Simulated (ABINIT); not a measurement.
**Input and output of a self-consistent single point for LaPb3 (Pm-3m, 4 atoms in the cell) (ABINIT)**

Computed with LDA (PW92), PAW (JTH v2.0 LDA PAW) (plane waves; ABINIT).

Input as run:

```
# LaPb3, JTH v2.0 LDA PAW
pp_dirpath "./"
pseudos "La.LDA_PW-JTH.xml, Pb.LDA_PW-JTH.xml"
acell 3*1.0
rprim
         9.3154351670    0.0000000000    0.0000000000
         0.0000000000    9.3154351670    0.0000000000
         0.0000000000    0.0000000000    9.3154351670
natom 4
ntypat 2
znucl 57 82
typat 1 2 2 2
xcart
         0.0000000000    0.0000000000    0.0000000000
         0.0000000000    2.4647580000    2.4647580000
         2.4647580000    0.0000000000    2.4647580000
         2.4647580000    2.4647580000    0.0000000000
      Angstrom
ecut 26 Ha
pawecutdg 52 Ha
pawxcdev 0
occopt 7
tsmear 0.00499791
nband 35
kptopt 1
ngkpt 7 7 7
nshiftk 1
shiftk 0 0 0
nstep 100
tolvrs 1.0e-10
prtwf 0
prtden 0
enunit 2
```

Output (repeated stretches shortened):

```
 Symmetries : space group Pm -3 m (#221); Bravais cP (primitive cubic)

 -outvars: echo values of preprocessed input variables --------
            acell      1.0000000000E+00  1.0000000000E+00  1.0000000000E+00 Bohr
             ecut      2.60000000E+01 Hartree
           enunit           2
              ixc       -1012
         kptrlatt        7    0    0      0    7    0      0    0    7
          kptrlen      6.52080462E+01
            natom           4
            nband          35
            ngfft          45      45      45
          ngfftdg          64      64      64
             nkpt          20
            nstep         100
             nsym          48
           ntypat           2
           occopt           7
        pawecutdg      5.20000000E+01 Hartree
         pawxcdev           0
            rprim      9.3154351670E+00  0.0000000000E+00  0.0000000000E+00
                       0.0000000000E+00  9.3154351670E+00  0.0000000000E+00
                       0.0000000000E+00  0.0000000000E+00  9.3154351670E+00
          spgroup         221
           tolvrs      1.00000000E-10
           tsmear      4.99791000E-03 Hartree
            typat      1  2  2  2
           useylm           1
             xred      0.0000000000E+00  0.0000000000E+00  0.0000000000E+00
                       0.0000000000E+00  5.0000000000E-01  5.0000000000E-01
                       5.0000000000E-01  0.0000000000E+00  5.0000000000E-01
                       5.0000000000E-01  5.0000000000E-01  0.0000000000E+00
            znucl       57.00000   82.00000

== DATASET  1 ==================================================================

 Real(R)+Recip(G) space primitive vectors, cartesian coordinates (Bohr,Bohr^-1):
 R(1)=  9.3154352  0.0000000  0.0000000  G(1)=  0.1073487  0.0000000  0.0000000
 R(2)=  0.0000000  9.3154352  0.0000000  G(2)=  0.0000000  0.1073487  0.0000000
 R(3)=  0.0000000  0.0000000  9.3154352  G(3)=  0.0000000  0.0000000  0.1073487
 Unit cell volume ucvol=  8.0836861E+02 bohr^3
 Angles (23,13,12)=  9.00000000E+01  9.00000000E+01  9.00000000E+01 degrees

 Coarse grid specifications (used for wave-functions):

 getcut: wavevector=  0.0000  0.0000  0.0000  ngfft=  45  45  45
         ecut(hartree)=     26.000   => boxcut(ratio)=   2.05777

 Fine grid specifications (used for densities):

 getcut: wavevector=  0.0000  0.0000  0.0000  ngfft=  64  64  64
         ecut(hartree)=     52.000   => boxcut(ratio)=   2.11646

   6.88711051E+03                                ecore*ucvol(ha*bohr**3)

_setup2: Arith. and geom. avg. npw (full set) are    5117.169    5117.156

--- !BeginCycle
solver: {iscf: 17, nstep: 100, nline: 4, wfoptalg: 10, }
tolerances: {tolvrs: 1.00E-10, }
...

     iter   Etot(hartree)      deltaE(h)  residm     nres2
 ETOT  1  -210.07863709290    -2.101E+02 6.003E+00 5.855E+02
 ETOT  2  -218.54882415484    -8.470E+00 1.211E+00 3.755E+02
 ETOT  3  -217.17957437595     1.369E+00 6.919E-01 1.527E+02
 ETOT  4  -216.78534750506     3.942E-01 2.069E-01 5.482E+01
 ETOT  5  -216.66540222997     1.199E-01 2.772E-02 3.419E+01
 ETOT  6  -216.57829032126     8.711E-02 1.118E-02 2.057E+01
   [... 21 lines left out ...]
 ETOT 28  -216.45589577301     7.961E-10 2.451E-03 2.760E-08
 ETOT 29  -216.45589577330    -2.884E-10 7.944E-04 1.100E-08
 ETOT 30  -216.45589577340    -9.985E-11 1.272E-03 1.402E-08
 ETOT 31  -216.45589577335     4.155E-11 5.500E-04 4.667E-09
 ETOT 32  -216.45589577334     1.501E-11 7.288E-04 5.773E-11

 At SCF step   32       nres2   =  5.77E-11 < tolvrs=  1.00E-10 =>converged.

 Cartesian components of stress tensor (hartree/bohr^3)
  sigma(1 1)=  1.17102356E-04  sigma(3 2)=  0.00000000E+00
  sigma(2 2)=  1.17102356E-04  sigma(3 1)=  0.00000000E+00
  sigma(3 3)=  1.17102356E-04  sigma(2 1)=  0.00000000E+00

 ----iterations are completed or convergence reached----

 reduced coordinates (array xred) for    4 atoms
       0.000000000000      0.000000000000      0.000000000000
       0.000000000000      0.500000000000      0.500000000000
       0.500000000000      0.000000000000      0.500000000000
       0.500000000000      0.500000000000      0.000000000000
 cartesian forces (eV/Angstrom) at end:
    1     -0.00000000000000    -0.00000000000000    -0.00000000000000
    2     -0.00000000000000    -0.00000000000000    -0.00000000000000
    3     -0.00000000000000    -0.00000000000000    -0.00000000000000
    4     -0.00000000000000    -0.00000000000000    -0.00000000000000
 frms,max,avg= 0.0000000E+00 0.0000000E+00   0.000E+00  0.000E+00  0.000E+00 e/A
 length scales=  1.000000000000  1.000000000000  1.000000000000 bohr
              =  0.529177208590  0.529177208590  0.529177208590 angstroms
 Fermi (or HOMO) energy (hartree) =   0.25331   Average Vxc (hartree)=  -0.36893
 Eigenvalues (hartree) for nkpt=  20  k points:
 kpt#   1, nband= 35, wtk=  0.00292, kpt=  0.0000  0.0000  0.0000 (reduced coord)
  -0.96221   -0.36921   -0.36921   -0.36921   -0.36869   -0.36343   -0.36343   -0.36249
  -0.36249   -0.36249   -0.36045   -0.36045   -0.36045   -0.35846   -0.35846   -0.35358
  -0.35314   -0.35314   -0.35314   -0.15440   -0.00250   -0.00250    0.16778    0.16778
   0.16778    0.28099    0.28099    0.28099    0.30922    0.30922    0.31371    0.31663
   0.31663    0.31663    0.31977
      occupation numbers for kpt#   1
   2.00000    2.00000    2.00000    2.00000    2.00000    2.00000    2.00000    2.00000
   2.00000    2.00000    2.00000    2.00000    2.00000    2.00000    2.00000    2.00000
   2.00000    2.00000    2.00000    2.00000    2.00000    2.00000    2.00000    2.00000
   2.00000    0.00000    0.00000    0.00000    0.00000    0.00000    0.00000    0.00000
   0.00000    0.00000    0.00000
 prteigrs : prtvol=0 or 1, do not print more k-points.

 Fermi (or HOMO) energy (eV) =   6.89281   Average Vxc (eV)= -10.03905
 Eigenvalues (   eV  ) for nkpt=  20  k points:
 kpt#   1, nband= 35, wtk=  0.00292, kpt=  0.0000  0.0000  0.0000 (reduced coord)
 -26.18295  -10.04683  -10.04683  -10.04683  -10.03265   -9.88954   -9.88954   -9.86379
  -9.86379   -9.86379   -9.80840   -9.80840   -9.80840   -9.75417   -9.75417   -9.62136
  -9.60943   -9.60943   -9.60943   -4.20136   -0.06816   -0.06816    4.56556    4.56556
   4.56556    7.64612    7.64612    7.64612    8.41427    8.41427    8.53650    8.61591
   8.61591    8.61591    8.70132
 prteigrs : prtvol=0 or 1, do not print more k-points.

--- !EnergyTerms
comment             : Components of total free energy in Hartree
kinetic             :  2.49096471203331E+01
hartree             :  5.61420861960242E+01
xc                  : -1.80391254653211E+01
Ewald energy        : -1.73633280206532E+02
psp_core            :  8.51976486406757E+00
local_psp           : -1.82468790014923E+02
spherical_terms     :  6.81142971799624E+01
internal            : -2.16455400326388E+02
'-kT*entropy'       : -4.95211328837203E-04
total_energy        : -2.16455895537717E+02
total_energy_eV     : -5.89006446223688E+03
...

-Cartesian components of stress tensor (GPa)         [Pressure= -3.4453E+00 GPa]
- sigma(1 1)=  3.44526969E+00  sigma(3 2)=  0.00000000E+00
- sigma(2 2)=  3.44526969E+00  sigma(3 1)=  0.00000000E+00
- sigma(3 3)=  3.44526969E+00  sigma(2 1)=  0.00000000E+00

 Calculation completed.
```

The run converged in 32 iterations.

The starting cell comes from a database of computed structures (which also holds hypothetical and non-ambient phases and stackings), without a prior relaxation at this level. Its lattice was rescaled by a random factor within 2.5 % of one. With a pressure of about -3 GPa the cell is away from its equilibrium volume at this level.

Cost on one core of a shared machine: roughly 5 min.
